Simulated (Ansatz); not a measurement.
Phonon-limited resistivity of Ir (Fm-3m) against temperature in μΩ·cm, PBEsol, DFPT electron-phonon coupling, linearised Boltzmann equation (Ansatz, a quantum-chemistry and plane-wave program), harmonic crystal at a fixed cell.

```csv
T,ρ
50 K,0.135
77 K,0.54
100 K,(withheld)
150 K,(withheld)
200 K,2.8
250 K,3.6
273 K,4.0
300 K,4.4
350 K,5.2
400 K,6.0
500 K,7.6
600 K,9.2
800 K,12.3
```

Problem. What belongs in the gaps?

Solution. 
- 100 K, ρ: 0.98
- 150 K, ρ: 1.90

A metal at this level (no band gap). Only scattering by harmonic phonons is included (no impurities, grain boundaries, electron-electron scattering or thermal expansion). Spin-orbit coupling is left out, which matters with elements this heavy. Halving the electron mesh (28x28x28) moves the resistivity by up to 8 %. Smearing 0.20 eV; phonons on a 6x6x6 q mesh, which this run doesn't test and which matters most at low temperature.
